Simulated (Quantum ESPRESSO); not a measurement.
Quick settings and what they miss: Ca5Mg (Amm2, 6 atoms in the cell)

Self-consistent single point.

```
Ca5Mg
1.0
    6.23153     0.00000     0.00000
    0.00000     1.98710     9.77498
    0.00000    -1.98710     9.77498
Ca Mg
5 1
Cartesian
  0.00000   0.00000   0.03949
  0.00000   0.00000  13.17374
  0.00000   0.00000   6.53379
  3.11577   0.00000  17.11520
  3.11577   0.00000  10.97085
  3.11577   0.00000   4.30021
```

Computed with PBEsol, GBRV 1.5 ultrasoft (PBESOL) pseudopotentials (plane waves; Quantum ESPRESSO).

Base settings: ecutwfc = 40 Ry; ecutrho = 200 Ry; occupations = smearing; smearing = gaussian; degauss = 0.0147 Ry; potentials = {Ca: ca_pbesol_v1.uspp.F.UPF, Mg: mg_pbesol_v1.4.uspp.F.UPF}; K_POINTS = automatic 4 5 5 1 1 1; conv_thr = 1e-09 Ry.

Tight run (finer mesh or higher cutoff; not a proven limit): ecutwfc: 40 Ry → 56 Ry; ecutrho: 200 Ry → 280 Ry; conv_thr: 1e-09 Ry → 7.3e-11 Ry; K_POINTS: automatic 4 5 5 1 1 1 → automatic 6 7 7 1 1 1. It gave Fermi level (on the code's own zero) 4.73 eV; pressure -1.35 GPa; largest force (vector length) 0.015 eV/Å.

Quick runs, as changes from the base:
- A: the base itself
- B: ecutwfc: 40 Ry → 24 Ry; ecutrho: 200 Ry → 120 Ry; smearing: gaussian → marzari-vanderbilt; degauss: 0.0147 Ry → 0.0099958 Ry; pseudopotentials: {Ca: ca_pbesol_v1.uspp.F.UPF, Mg: mg_pbesol_v1.4.uspp.F.UPF} → {Ca: ca_lda_v1.uspp.F.UPF, Mg: mg_lda_v1.4.uspp.F.UPF}; K_POINTS: automatic 4 5 5 1 1 1 → automatic 1 1 1 1 1 1 [LDA (PZ)]
- C: ecutwfc: 40 Ry → 28 Ry; ecutrho: 200 Ry → 140 Ry; smearing: gaussian → marzari-vanderbilt; degauss: 0.0147 Ry → 0.036749 Ry; conv_thr: 1e-09 Ry → 7.3e-05 Ry; K_POINTS: automatic 4 5 5 1 1 1 → automatic 4 4 4 1 1 1
- D: ecutwfc: 40 Ry → 32 Ry; ecutrho: 200 Ry → 160 Ry; pseudopotentials: {Ca: ca_pbesol_v1.uspp.F.UPF, Mg: mg_pbesol_v1.4.uspp.F.UPF} → {Ca: ca_lda_v1.uspp.F.UPF, Mg: mg_lda_v1.4.uspp.F.UPF}; K_POINTS: automatic 4 5 5 1 1 1 → automatic 6 6 6 1 1 1 [LDA (PZ)]
- E: ecutwfc: 40 Ry → 20 Ry; ecutrho: 200 Ry → 100 Ry; K_POINTS: automatic 4 5 5 1 1 1 → automatic 4 4 4 1 1 1
- F: ecutwfc: 40 Ry → 20 Ry; ecutrho: 200 Ry → 100 Ry; pseudopotentials: {Ca: ca_pbesol_v1.uspp.F.UPF, Mg: mg_pbesol_v1.4.uspp.F.UPF} → {Ca: ca_lda_v1.uspp.F.UPF, Mg: mg_lda_v1.4.uspp.F.UPF}; K_POINTS: automatic 4 5 5 1 1 1 → automatic 2 2 2 1 1 1 [LDA (PZ)]

Energies are extrapolated to zero smearing width, which holds to low order in the width alone (under cold and Methfessel-Paxton smearing the free energy itself is taken).

Dashes: energy of B, D, F, another energy zero; time of B, F, under 30 s.

† marks runs with another functional, U, potentials or spin treatment: their distance from the tight run is not a convergence error alone.

The count of work is k-points × plane waves × bands × iterations; it is no time. Core times come from one kind of shared machine and are given to one figure; runs under 30 s give none.

The starting cell comes from a database of computed structures (which also holds hypothetical and non-ambient phases and stackings), without a prior relaxation at this level. Its lattice was rescaled by a random factor within 2.5 % of one.

```csv
run,energy less tight (meV/atom),pressure less tight (GPa),largest miss in a force vector (eV/Å),count of work / tight,core time / tight (rough)
A,-4.1,-0.03,0.013,0.20,0.2
B†,–,-8.97,0.809,0.0044,–
C,37.5,-1.72,0.078,0.044,0.05
D†,–,-1.37,0.029,0.30,0.3
E,1116.3,-21.59,0.034,0.047,0.05
F†,–,-22.72,0.072,0.0094,–
```

Among the runs at the tight run's level, the energy misses run from 4.1 to 1116.3 meV/atom.
